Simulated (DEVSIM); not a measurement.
Structure: Au/HfO2/p-GaAs capacitor, at 250 K.

Layer 1 from the left is HfO2, thickness (nm) 3.20. Layer 2 from the left is GaAs, thickness (nm) 980, Na (cm⁻³) 4.3e17.

Metal gate on the left, work function 5.1 eV. Fixed charge at the semiconductor interface -1.4e11 cm⁻² (in units of +e); interface traps 1e12 cm⁻² eV⁻¹, uniform in energy, neutral level at 0.3 of the gap above the valence band.

Constants are typed, rounded textbook-type inputs, not results; the design itself was drawn at random and stands for no fabricated device. Values at 300 K; Nc and Nv go as T^1.5, mobilities as T to minus their exponent, the gap by Varshni's rule with the affinity fixed.

HfO2: gap (eV) 5.7, affinity (eV) 2.5, permittivity 22. GaAs: gap (eV) 1.424, affinity (eV) 4.07, permittivity 12.9, Nc (cm⁻³) 4.7e17, Nv (cm⁻³) 9e18, Varshni α (eV/K) 0.000541, Varshni β (K) 204.

Simulated with DEVSIM: 1D Poisson equation in equilibrium, Boltzmann statistics, complete ionisation; no quantum confinement or tunnelling. Metal contacts follow the ideal Schottky-Mott rule: no Fermi-level pinning, no interface dipoles.

Q: What does the simulation give for the flat-band voltage?

A: flat-band voltage -0.36 V.
